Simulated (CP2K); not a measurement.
Worked example: self-consistent single point of PbI2 (P-3m1, 3 atoms in the cell) in CP2K

Computed with PBE, GPW, TZVP-MOLOPT-SR-GTH basis, GTH-PBE potentials (GTH_POTENTIALS) (CP2K).

This input was run:

```
&GLOBAL
  PROJECT calc
  RUN_TYPE ENERGY_FORCE
  PRINT_LEVEL LOW
&END GLOBAL
&FORCE_EVAL
  METHOD Quickstep
  STRESS_TENSOR ANALYTICAL
  &DFT
    BASIS_SET_FILE_NAME BASIS_MOLOPT_UCL
    POTENTIAL_FILE_NAME GTH_POTENTIALS
    &QS
      METHOD GPW
      EPS_DEFAULT 1E-10
    &END QS
    &MGRID
      CUTOFF 400
      REL_CUTOFF 50
      NGRIDS 4
    &END MGRID
    &SCF
      SCF_GUESS ATOMIC
      EPS_SCF 1E-7
      MAX_SCF 100
      ADDED_MOS 4
      &DIAGONALIZATION
        ALGORITHM STANDARD
      &END DIAGONALIZATION
      &MIXING
        METHOD BROYDEN_MIXING
        ALPHA 0.4
        NBUFFER 10
        BETA 1.5
      &END MIXING
      &SMEAR ON
        METHOD FERMI_DIRAC
        ELECTRONIC_TEMPERATURE [K] 116.05
      &END SMEAR
    &END SCF
    &KPOINTS
      SCHEME MACDONALD 3 3 2 0 0 0.25
    &END KPOINTS
    &XC
      &XC_FUNCTIONAL PBE
      &END XC_FUNCTIONAL
    &END XC
    &PRINT
      &MO
        EIGENVALUES T
        OCCUPATION_NUMBERS T
        NDIGITS 8
        FILENAME mo
        &EACH
          QS_SCF 0
        &END EACH
        ADD_LAST NUMERIC
      &END MO
      &MULLIKEN OFF
      &END MULLIKEN
    &END PRINT
  &END DFT
  &SUBSYS
    &CELL
      ABC 4.58280000 4.58279981 7.01490000
      ALPHA_BETA_GAMMA 90.00000000 90.00000000 120.00000138
      PERIODIC XYZ
    &END CELL
    &COORD
      SCALED
      Pb       0.00000000     0.00000000     0.00000000
      I        0.33333333     0.66666667     0.26800000
      I        0.66666667     0.33333333     0.73200000
    &END COORD
    &KIND Pb
      BASIS_SET TZVP-MOLOPT-SR-GTH-q4
      POTENTIAL GTH-PBE-q4
    &END KIND
    &KIND I
      BASIS_SET TZVP-MOLOPT-SR-GTH-q7
      POTENTIAL GTH-PBE-q7
    &END KIND
  &END SUBSYS
  &PRINT
    &FORCES ON
    &END FORCES
    &STRESS_TENSOR ON
    &END STRESS_TENSOR
  &END PRINT
&END FORCE_EVAL
```

Output, abridged:

```
 GLOBAL| Method name                                                        CP2K
 GLOBAL| Project name                                                       calc
 GLOBAL| Run type                                                   ENERGY_FORCE

 TOTAL NUMBERS AND MAXIMUM NUMBERS

  Total number of            - Atomic kinds:                                   2
                             - Atoms:                                          3
                             - Shell sets:                                     3
                             - Shells:                                        21
                             - Primitive Cartesian functions:                 15
                             - Cartesian basis functions:                     54
                             - Spherical basis functions:                     51

  Maximum angular momentum of- Orbital basis functions:                        2
                             - Local part of the GTH pseudopotential:          0
                             - Non-local part of the GTH pseudopotential:      4

 SCF PARAMETERS         Density guess:                                    ATOMIC
                        max_scf:                                             100
                        max_diis:                                              4
                        eps_scf:                                        1.00E-07
                        eps_diis:                                       1.00E-01
                        eps_eigval:                                     1.00E-05
                        level_shift [a.u.]:                             0.000000
                        added MOs                                         4    0
                        Mixing method:                            BROYDEN_MIXING
                                                charge density mixing in g-space
                        Smear method:                                FERMI_DIRAC
                        Electronic temperature [K]:                        116.0
                        Electronic temperature [a.u.]:                  3.68E-04
                        Accuracy threshold:                             1.00E-10
                        No outer SCF

 Extrapolation method: initial_guess

 Number of electrons:                                                         18
 Number of occupied orbitals:                                                  9
 Number of molecular orbitals:                                                13

 Number of orbital functions:                                                 51
 Number of independent orbital functions:                                     51

 SCF WAVEFUNCTION OPTIMIZATION

  Step     Update method      Time    Convergence         Total energy    Change
     1 NoMix/Diag. 0.40E+00      -     1.84860962       -26.5694371487 -2.66E+01
     2 Broy./Diag. 0.40E+00      -     0.11671381       -26.3636920177  2.06E-01
     3 Broy./Diag. 0.40E+00      -     0.50366261       -26.4774989528 -1.14E-01
     4 Broy./Diag. 0.40E+00      -     0.01260453       -26.6772668709 -2.00E-01
     5 Broy./Diag. 0.40E+00      -     0.07962296       -26.6218109581  5.55E-02
     6 Broy./Diag. 0.40E+00      -     0.01294621       -26.5950951852  2.67E-02
     7 Broy./Diag. 0.40E+00      -     0.01448295       -26.5701683456  2.49E-02
   [... 10 lines left out ...]
    18 Broy./Diag. 0.40E+00      -     0.00000141       -26.5815013254  6.23E-07
    19 Broy./Diag. 0.40E+00      -     0.00000227       -26.5814988975  2.43E-06
    20 Broy./Diag. 0.40E+00      -     0.00000024       -26.5814976512  1.25E-06
    21 Broy./Diag. 0.40E+00      -     0.00000015       -26.5814974417  2.09E-07
    22 Broy./Diag. 0.40E+00      -     0.00000010       -26.5814974068  3.49E-08

  *** SCF run converged in    22 steps ***

  Electronic density on regular grids:        -18.0000000000        0.0000000000
  Core density on regular grids:               17.9999999950       -0.0000000050
  Total charge density on r-space grids:       -0.0000000050
  Total charge density g-space grids:          -0.0000000050

  Overlap energy of the core charge distribution:               0.00000000000512
  Self energy of the core charge distribution:                -56.67592729465062
  Core Hamiltonian energy:                                     11.30889726458370
  Hartree energy:                                              24.29246347622509
  Exchange-correlation energy:                                 -5.50693085296351
  Electronic entropic energy:                                  -0.00000000000000
  Fermi energy:                                                 0.10242655943313

  Total energy:                                               -26.58149740680023
  Total energy (extrapolated to T->0):                        -26.58149740680023

 ENERGY| Total FORCE_EVAL ( QS ) energy [hartree]            -26.581497524864766

 FORCES| Atomic forces [hartree/bohr]
 FORCES|   Atom     x               y               z               |f|
 FORCES|      1  3.95447890E-16  3.32802183E-09  2.98302207E-11   3.32815552E-09
 FORCES|      2  2.37738251E-09  1.20901862E-08 -4.12172487E-04   4.12172487E-04
 FORCES|      3 -2.37738407E-09 -1.54235375E-08  4.12172453E-04   4.12172453E-04
 FORCES| Sum    -1.16475785E-15 -5.32951791E-12 -4.30347517E-12
 FORCES| Total atomic force                                       6.85008475E-12

 STRESS| Analytical stress tensor [bar]
 STRESS|                        x                   y                   z
 STRESS|      x        1.12216213222E+04  -2.69599872281E-02   2.64180210377E-03
 STRESS|      y       -2.69599872281E-02   1.12215899486E+04   3.48754290604E-02
 STRESS|      z        2.64180210377E-03   3.48754290604E-02   1.08238430052E+04
 STRESS| 1/3 Trace                                             1.10890180920E+04
```

The run converged in 22 iterations.

The starting cell has typed, rounded lattice constants, without a prior relaxation at this level. Its lattice was rescaled by up to half a per cent. Values carry the incompleteness of an atom-centred basis.
